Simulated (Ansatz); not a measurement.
The starting structures come from a database of crystals and need not be the phases stable at ambient conditions.

 Where the default PAW files enter, the runs use the earlier of Ansatz's two default sets.

**Evanescent states of CsLiMoO4 (F-43m, not sure to be the ambient phase, 7 atoms a cell, 21.1 Å³ an atom) along the normal of (111)**

Calculation: r2SCAN (plane waves, PAW; Ansatz, a first-principles code).

No gap correction and no spin-orbit coupling; mid-gap values are interpolated between computed energies.

Energies count from the valence-band top; κ is the least over a 6×6 mesh across the current.

```
E (eV)  κ (1/Å)  where
------  -------  -----
0.12      0.254      Γ
0.34      0.420  off Γ
0.57      0.511  off Γ
0.81      0.555  off Γ
1.03      0.577  off Γ
1.26        ___      Γ
1.50        ___      Γ
1.73        ___      Γ
1.96        ___      Γ
2.19        ___      Γ
2.42        ___      Γ
2.65        ___      Γ
2.88        ___      Γ
3.10        ___      Γ
3.33        ___      Γ
3.56        ___      Γ
3.79      0.426      Γ
4.03      0.394      Γ
4.25      0.358      Γ
4.49      0.316      Γ
4.71      0.265      Γ
```

Q: Fill in the missing entries.

A: 
- 1.26, κ (1/Å): 0.595
- 1.50, κ (1/Å): 0.609
- 1.73, κ (1/Å): 0.608
- 1.96, κ (1/Å): 0.594
- 2.19, κ (1/Å): 0.579
- 2.42, κ (1/Å): 0.562
- 2.65, κ (1/Å): 0.544
- 2.88, κ (1/Å): 0.525
- 3.10, κ (1/Å): 0.503
- 3.33, κ (1/Å): 0.480
- 3.56, κ (1/Å): 0.454
